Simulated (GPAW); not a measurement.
Worked example: self-consistent single point of NaH (Fm-3m, 2 atoms in the cell) in GPAW.

Method of the run: PBEsol, GPAW PAW datasets PBEsol (made by gpaw-setup) (plane waves; GPAW).

```
CELL_PARAMETERS angstrom
      0.00000     2.44000     2.44000
      2.44000     0.00000     2.44000
      2.44000     2.44000     0.00000
ATOMIC_POSITIONS crystal
  Na 0.00000 0.00000 0.00000
  H  0.50000 0.50000 0.50000
```

Reference input (self-consistent single point, DFT PBE, plane waves, GPAW PAW datasets PBE (gpaw-data 1.0.1)): mode = pw; ecut = 850 eV; xc = PBE; kpts = 6 6 6; mesh shift (steps) = 0 0 0; occupations.name = fermi-dirac; occupations.width = 0.05 eV; nbands = -8; convergence.forces = 0.001 eV/Å; convergence.bands = -6; symmetry.symmorphic = false; symmetry.tolerance = 0.0005. This run's input differs from it in these lines:

```diff
@@ -13,3 +13,3 @@
 calc = GPAW(mode=PW(850),
-            xc='PBE',
+            xc='PBEsol',
             kpts={'size': (6, 6, 6), 'gamma': True},
```

Its files differ too (potentials: GPAW PAW datasets PBEsol (made by gpaw-setup)).

The program printed (abridged):

```
     iter     time        total  log10-change:
                         energy   eigst   dens  force
iter:   1 --:--:--    -5.554504   +1.01
iter:   2 --:--:--    -5.502985   -0.73  -1.03
iter:   3 --:--:--    -5.203606   -1.87  -1.06
iter:   4 --:--:--    -5.204570   -3.85  -1.81
iter:   5 --:--:--    -5.205730c  -3.64  -1.84
iter:   6 --:--:--    -5.205482c  -5.50  -3.01
iter:   7 --:--:--    -5.205477c  -5.76  -2.93
iter:   8 --:--:--    -5.205475c  -7.95c -3.81
iter:   9 --:--:--    -5.205473c  -7.18  -4.04c
iter:  10 --:--:--    -5.205473c  -9.17c -4.83c
iter:  11 --:--:--    -5.205473c -11.03c -5.66c -23.90c
Converged after 11 iterations.

Dipole moment: (-0.000000, -0.000000, -0.000000) |e|*Ang

Energy contributions relative to reference atoms: (reference = -4420.226934)

Kinetic:         +4.741244
Potential:       -4.915263
External:        +0.000000
XC:              -4.998563
Entropy (-ST):   -0.000000
Local:           -0.032891
SIC:             +0.000000
--------------------------
Free energy:     -5.205473
Extrapolated:    -5.205473

Showing only first 2 kpts
 Kpt  Band  Eigenvalues  Occupancy
  0     2    -23.29634    2.00000
  0     3     -4.85081    2.00000
  0     4      8.94920    0.00000
  0     5     13.96150    0.00000

  1     2    -23.30371    2.00000
  1     3     -4.23416    2.00000
  1     4      7.37038    0.00000
  1     5     11.20681    0.00000

Fermi level: -0.24809

Gap: 3.572 eV
Transition (v -> c):
   [... lines left out ...]
Direct/indirect transitions are different
Direct gap: 4.404 eV
Transition at: (s=0, k=15, n=3, [0.50, 0.50, 0.50])
Energy (eV): -5.205473

Forces in eV/Ang:
  0 Na    0.00000    0.00000   -0.00000
  1 H     0.00000    0.00000    0.00000

Stress tensor:
     0.007228    -0.000000    -0.000000
    -0.000000     0.007228     0.000000
    -0.000000     0.000000     0.007228
Stress (GPa, Voigt): [ 1.1581  1.1581  1.1581  0.     -0.     -0.    ]
```

The run converged in 11 iterations. GPAW prints stress with tension positive. Against the reference run the pressure goes from -0.65 to -1.16 GPa and the gap on the mesh goes from 3.764 to 3.572 eV.

The starting cell has typed, rounded lattice constants, without a prior relaxation at this level.
